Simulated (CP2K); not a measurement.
Input and output of a self-consistent single point for TaSn₂ (Fddd, 12 atoms in the cell) (CP2K)

Computed with PBEsol, GPW, DZVP-MOLOPT-SR-GTH basis, GTH-PBE potentials (GTH_POTENTIALS) (CP2K 2026.2).

This input was run:

```
&GLOBAL
  PROJECT run
  RUN_TYPE ENERGY_FORCE
  PRINT_LEVEL MEDIUM
&END GLOBAL
&FORCE_EVAL
  METHOD Quickstep
  STRESS_TENSOR ANALYTICAL
  &DFT
    BASIS_SET_FILE_NAME BASIS_MOLOPT
    POTENTIAL_FILE_NAME GTH_POTENTIALS
    &QS
      METHOD GPW
      EPS_DEFAULT 1E-11
    &END QS
    &MGRID
      CUTOFF 500
      REL_CUTOFF 40
      NGRIDS 5
    &END MGRID
    &SCF
      SCF_GUESS ATOMIC
      EPS_SCF 1E-7
      MAX_SCF 100
      ADDED_MOS 14
      &DIAGONALIZATION
        ALGORITHM STANDARD
      &END DIAGONALIZATION
      &MIXING
        METHOD BROYDEN_MIXING
        ALPHA 0.2
        NBUFFER 8
        BETA 1.5
      &END MIXING
      &SMEAR ON
        METHOD MARZARI_VANDERBILT
        SIGMA [eV] 0.2
      &END SMEAR
    &END SCF
    &KPOINTS
      SCHEME MONKHORST-PACK 4 4 4
      GAMMA_CENTERED T
    &END KPOINTS
    &XC
      &XC_FUNCTIONAL
        &PBE
          PARAMETRIZATION PBESOL
        &END PBE
      &END XC_FUNCTIONAL
    &END XC
    &PRINT
      &MO
        EIGENVALUES T
        OCCUPATION_NUMBERS T
        NDIGITS 8
        FILENAME mo
        &EACH
          QS_SCF 0
        &END EACH
        ADD_LAST NUMERIC
      &END MO
      &MULLIKEN ON
      &END MULLIKEN
    &END PRINT
  &END DFT
  &SUBSYS
    &CELL
      A 10.80030600 0.00000000 0.00000000
      B 8.55996500 5.21973900 0.00000000
      C 2.24034100 -2.12822800 4.76616400
      PERIODIC XYZ
    &END CELL
    &COORD
      Ta       8.62402050     0.61168193     2.98895677
      Ta      12.97659150     2.47982907     1.77720723
      Ta      18.37674450     3.25270682     2.96874823
      Ta      14.02417350     1.38455968     4.18049777
      Sn      16.95379606     1.08321956     4.37595815
      Sn      15.44712194     3.55404694     2.77328785
      Sn      10.04696894     2.78116919     1.58174685
      Sn      11.55364306     0.31034181     3.18441715
      Sn       6.79285931     1.37063487     0.80381356
      Sn       4.00744669     0.17512063     1.57926844
      Sn      17.96756469     4.62198188     0.38772744
      Sn       3.63304731    -1.53047088     4.37843656
    &END COORD
    &KIND Ta
      BASIS_SET DZVP-MOLOPT-SR-GTH-q13
      POTENTIAL GTH-PBE-q13
    &END KIND
    &KIND Sn
      BASIS_SET DZVP-MOLOPT-SR-GTH-q4
      POTENTIAL GTH-PBE-q4
    &END KIND
  &END SUBSYS
  &PRINT
    &FORCES ON
    &END FORCES
    &STRESS_TENSOR ON
    &END STRESS_TENSOR
  &END PRINT
&END FORCE_EVAL
```

Output, abridged:

```
 GLOBAL| Method name                                                        CP2K
 GLOBAL| Project name                                                        run
 GLOBAL| Run type                                                   ENERGY_FORCE

 CELL| Volume [angstrom^3]:                                           268.691440
 CELL| Vector a [angstrom]:      10.800     0.000     0.000   |a| =    10.800306
 CELL| Vector b [angstrom]:       8.560     5.220     0.000   |b| =    10.025900
 CELL| Vector c [angstrom]:       2.240    -2.128     4.766   |c| =     5.680211
 CELL| Angle (b,c), alpha [degree]:                                    81.855051
 CELL| Angle (a,c), beta  [degree]:                                    66.770721
 CELL| Angle (a,b), gamma [degree]:                                    31.374216
 CELL| Numerically orthorhombic:                                              NO
 CELL| Periodicity                                                           XYZ

 DFT| Spin restricted Kohn-Sham (RKS) calculation                            RKS
 DFT| Multiplicity                                                             1
 DFT| Number of spin states                                                    1
 DFT| Charge                                                                   0
 DFT| XC density smoothing                                                  NONE
 DFT| XC derivatives                                                          PW

 QS| Method:                                                                 GPW
 QS| Density plane wave grid type                        NON-SPHERICAL FULLSPACE
 QS| Number of grid levels:                                                    5
 QS| Density cutoff [a.u.]:                                                250.0
 QS| Multi grid cutoff [a.u.]: 1) grid level                               250.0
   [... lines left out ...]
 BRILLOUIN| Wavefunction type                                            COMPLEX
 BRILLOUIN| List of Kpoints [2 Pi/Bohr]                                       36
 BRILLOUIN| Number           Weight            X              Y              Z
 BRILLOUIN|     1           0.03125       -0.25000       -0.25000       -0.25000
 BRILLOUIN|     2           0.03125       -0.25000       -0.25000        0.00000
 BRILLOUIN|     3           0.03125       -0.25000       -0.25000        0.25000
   [... 33 lines left out ...]
 *******************************************************************************

 Extrapolation method: initial_guess

 Re-scaling the density matrix to get the right number of electrons
                  # Electrons              Trace(P)               Scaling factor
                           84                84.000                        1.000

 Number of electrons:                                                         84
 Number of occupied orbitals:                                                 42
 Number of molecular orbitals:                                                56

 Number of orbital functions:                                                208
 Number of independent orbital functions:                                    208
 SCF WAVEFUNCTION OPTIMIZATION

  Step     Update method      Time    Convergence         Total energy    Change
     1 NoMix/Diag. 0.20E+00      -     1.47143519      -262.6329889610 -2.63E+02
     2 Broy./Diag. 0.20E+00      -     0.01550682      -261.8445690815  7.88E-01
     3 Broy./Diag. 0.20E+00      -     0.10270831      -260.4523389998  1.39E+00
     4 Broy./Diag. 0.20E+00      -     0.00640198      -260.9628738019 -5.11E-01
     5 Broy./Diag. 0.20E+00      -     0.01064931      -260.5563189420  4.07E-01
     6 Broy./Diag. 0.20E+00      -     0.00113390      -260.4018123495  1.55E-01
     7 Broy./Diag. 0.20E+00      -     0.00326531      -260.4525351767 -5.07E-02
   [... 9 lines left out ...]
    17 Broy./Diag. 0.20E+00      -     0.00000054      -260.5074659012 -1.53E-05
    18 Broy./Diag. 0.20E+00      -     0.00000071      -260.5074760942 -1.02E-05
    19 Broy./Diag. 0.20E+00      -     0.00000017      -260.5074758859  2.08E-07
    20 Broy./Diag. 0.20E+00      -     0.00000028      -260.5074717926  4.09E-06
    21 Broy./Diag. 0.20E+00      -     0.00000006      -260.5074684469  3.35E-06
  *** SCF run converged in    21 steps ***

  Electronic density on regular grids:        -84.0000000000       -0.0000000000
  Core density on regular grids:               83.9999999978       -0.0000000022
  Total charge density on r-space grids:       -0.0000000022
  Total charge density g-space grids:          -0.0000000022

  Overlap energy of the core charge distribution:               0.00000000493206
  Self energy of the core charge distribution:               -406.40300910762346
  Core Hamiltonian energy:                                     87.23517099159702
  Hartree energy:                                              94.25624856162570
  Exchange-correlation energy:                                -35.59438863542797
  Smearing free energy correction:                             -0.00149026213661
  Fermi energy:                                                 0.29322929973631

  Total energy:                                              -260.50746844686483

                     Mulliken Population Analysis

 #  Atom  Element  Kind  Atomic population                           Net charge
       1     Ta       1         13.891116                             -0.891116
       2     Ta       1         13.891129                             -0.891129
       3     Ta       1         13.891123                             -0.891123
       4     Ta       1         13.891133                             -0.891133
       5     Sn       2          3.531829                              0.468171
       6     Sn       2          3.531800                              0.468200
       7     Sn       2          3.531829                              0.468171
       8     Sn       2          3.531801                              0.468199
       9     Sn       2          3.577059                              0.422941
      10     Sn       2          3.577058                              0.422942
      11     Sn       2          3.577066                              0.422934
      12     Sn       2          3.577059                              0.422941
 # Total charge                             84.000000                 -0.000000

   [... lines left out ...]
 FORCES|      3  1.65494969E-03  7.09888119E-04 -4.59846724E-04   1.85856359E-03
 FORCES|      4 -1.65403533E-03 -7.09646946E-04  4.63490907E-04   1.85856275E-03
 FORCES|      5  6.50947621E-04 -1.06718695E-03  6.92224080E-04   1.42891391E-03
 FORCES|      6 -6.49944793E-04  1.06781827E-03 -6.93075557E-04   1.42934175E-03
 FORCES|      7 -6.51031232E-04  1.06701550E-03 -6.91881477E-04   1.42865801E-03
 FORCES|      8  6.50934499E-04 -1.06740519E-03  6.92107041E-04   1.42901425E-03
 FORCES|      9 -1.85337033E-03 -7.96369006E-04  5.15344408E-04   2.08200985E-03
 FORCES|     10  1.85342183E-03  7.96018543E-04 -5.16196823E-04   2.08213284E-03
 FORCES|     11  1.85399280E-03  7.95528448E-04 -5.15685556E-04   2.08232716E-03
 FORCES|     12 -1.85351281E-03 -7.95897806E-04  5.15908642E-04   2.08209625E-03
 FORCES| Sum     1.95762670E-06 -3.63467228E-07  3.07199347E-06
 FORCES| Total atomic force                                       3.66081338E-06

 STRESS| Analytical stress tensor [bar]
 STRESS|                        x                   y                   z
 STRESS|      x        2.74989840570E+04   7.77104446912E+03  -5.05016646864E+03
 STRESS|      y        7.77104446912E+03   1.40070742734E+04  -1.97584481456E+02
 STRESS|      z       -5.05016646864E+03  -1.97584481456E+02   1.38309759523E+04
 STRESS| 1/3 Trace                                             1.84456780942E+04
```

The run converged in 21 iterations.

The starting cell comes from a database of computed structures (which also holds hypothetical and non-ambient phases and stackings), without a prior relaxation at this level. Spin polarisation is off. Values carry the incompleteness of an atom-centred basis. The potentials were made for another functional than the one used.

Cost on one core of a shared machine: roughly 6 min.
